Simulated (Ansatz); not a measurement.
Consider HfO$_{2}$ in the fluorite structure (space group Fm-3m, No. 225; a = 5.001 Å). Axes: x, y, z lie along the cube axes.

Level of theory: Ansatz (a quantum-chemistry and plane-wave program), LDA, PAW, cutoff 420 eV, no spin-orbit coupling.

Strains are applied to the cell and any free atomic positions relax; under biaxial strain the out-of-plane vector relaxes too.

One change was made to it. Results:

| quantity | base | after |
|---|---|---|
| band gap | 3.66 eV | 3.44 eV |
| electron mass | 1.1 mₑ along k, 0.68 mₑ across (at X) | 1.1 mₑ along k, 0.69 mₑ across (at X) |
| volume per atom | 10.42 Å³ | 10.68 Å³ |

**Question.** What was done to the base?
A. biaxial strain +3.00 %, plane normal [001], relaxed out of plane
B. biaxial strain −0.50 %, plane normal [001], relaxed out of plane
C. biaxial strain +1.50 %, plane normal [001], relaxed out of plane
D. biaxial strain −2.00 %, plane normal [001], relaxed out of plane
E. biaxial strain +2.50 %, plane normal [001], relaxed out of plane

**Answer.** C, biaxial strain +1.50 %, plane normal [001], relaxed out of plane. For comparison, the band gap in the other runs: biaxial strain +3.00 %, plane normal [001], relaxed out of plane gives 3.15 eV; biaxial strain −2.00 %, plane normal [001], relaxed out of plane gives 3.49 eV; biaxial strain +2.50 %, plane normal [001], relaxed out of plane gives 3.25 eV; biaxial strain −0.50 %, plane normal [001], relaxed out of plane gives 3.65 eV.

Spin-orbit coupling, missing from the scalar runs, can matter with Hf. Masses are band curvatures over ±0.01 Å⁻¹ around the edge. Along k means along the line from Γ to the band edge. No phonon test of stability was made. This is not the structure that HfO2 has at room temperature and ambient pressure.
